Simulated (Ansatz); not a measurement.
**BN: axis ratio against pressure**

BN (layered hexagonal, P6_3/mmc, 8.679 Å³/atom and stress up to 0.01 GPa in the relaxed cell, c along z) under hydrostatic pressure, with the cell free. PBEsol-D3(BJ) in Ansatz, a plane-wave DFT program (PAW, default set), 420 eV, 15×15×5 Γ-centred mesh, Fermi-Dirac smearing 0.05 eV; ions are relaxed, or left where forces stay under 0.02 eV/Å, within the symmetry of each cell. Against the start cell, which lies near the measured one, the relaxed cell differs by -4.0 % in volume and -3.7 % in c; the values below rest on it.

Here P stands for pressure and y for c/a.

```csv
pressure (GPa),c/a
-1.0,2.659
0.0,2.564
0.3,2.543
0.7,2.519
1.5,2.475
3.0,?
```

Taking a straight line for y over the 5 complete rows: Means: P 0.30000, y 2.5520. About the means, the sum of products is -0.24830 and the sum of squares of P is 3.3800; the slope is their ratio. Least squares gives y = 2.5740 - 0.07346·P. Residuals (row less fit): 0.0115, -0.0100, -0.0090, -0.0036, 0.0112; standard error 0.0123 (degrees of freedom: 3).

Q: What does the fit predict for y at P = 3.0, and how far is the calculated value from it?

A: y = 2.5740 - 0.07346 × 3.0 = 2.3536. The calculation gives 2.413, 0.0594 above the prediction (24.1 % of the range of y in the table). The row lies outside the fitted rows, so this is an extrapolation. From the scatter of the fitted rows alone, a prediction at this place has a standard error of 0.0225, so the miss is 2.6 times that.

A polynomial of degree 2 through the 5 other runs of the series gives 2.445 there. Other structures, which can take over under pressure, weren't tried. Rows are the converged runs of the series near zero and its far end, less any whose ions stayed unrelaxed beside relaxed ones; series whose fitted rows scatter by over a few per cent of the range, as at a crossing or softening among them, aren't shown in this form. Most that stay on the fit to the last digits aren't either.
